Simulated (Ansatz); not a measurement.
GaP (model structure, started from the BN type, Pm-3n, No. 223, 12 atoms in the cell), treated with r²SCAN in Ansatz (plane waves, PAW).

Numerical settings: plane-wave cutoff 560 eV, 6×6×6 k mesh, Fermi–Dirac smearing 0.01 eV, scalar-relativistic PAW data made under PBE.

Cell (relaxed at this level):

```cif
data_Ga6P6
_chemical_formula_sum 'Ga6 P6'
_space_group_name_H-M_alt 'P 1'
_space_group_IT_number 1
_cell_length_a 6.71819
_cell_length_b 6.71819
_cell_length_c 6.71819
_cell_angle_alpha 90.000
_cell_angle_beta 90.000
_cell_angle_gamma 90.000
loop_
_space_group_symop_operation_xyz
  'x, y, z'
loop_
_atom_site_label
_atom_site_type_symbol
_atom_site_fract_x
_atom_site_fract_y
_atom_site_fract_z
_atom_site_occupancy
Ga1 Ga 0.25000 0.00000 0.50000 1
Ga2 Ga 0.50000 0.25000 0.00000 1
Ga3 Ga 0.50000 0.75000 0.00000 1
Ga4 Ga 0.75000 0.00000 0.50000 1
Ga5 Ga 0.00000 0.50000 0.75000 1
Ga6 Ga 0.00000 0.50000 0.25000 1
P1 P 0.25000 0.50000 0.00000 1
P2 P 0.00000 0.25000 0.50000 1
P3 P 0.00000 0.75000 0.50000 1
P4 P 0.75000 0.50000 0.00000 1
P5 P 0.50000 0.00000 0.75000 1
P6 P 0.50000 0.00000 0.25000 1
```

Q: Estimate the band gap and direct gap at Γ that the calculation returns.

A: 
band gap: 1.13 eV (on the SCF k mesh)
direct gap at Γ: 1.35 eV

Note: the relaxation could raise the start's symmetry but not lower it, so the cell can be a saddle point.

Spin–orbit coupling is not included.

Static lattice: no zero-point or thermal effects.

It cost very roughly 7 core-minutes of CPU time.

A model structure was made by putting elements into a prototype or built by hand; it is no filed structure, need not be a known phase, and can be a saddle point held by its symmetry.

Ansatz is a quantum-chemistry and plane-wave program.
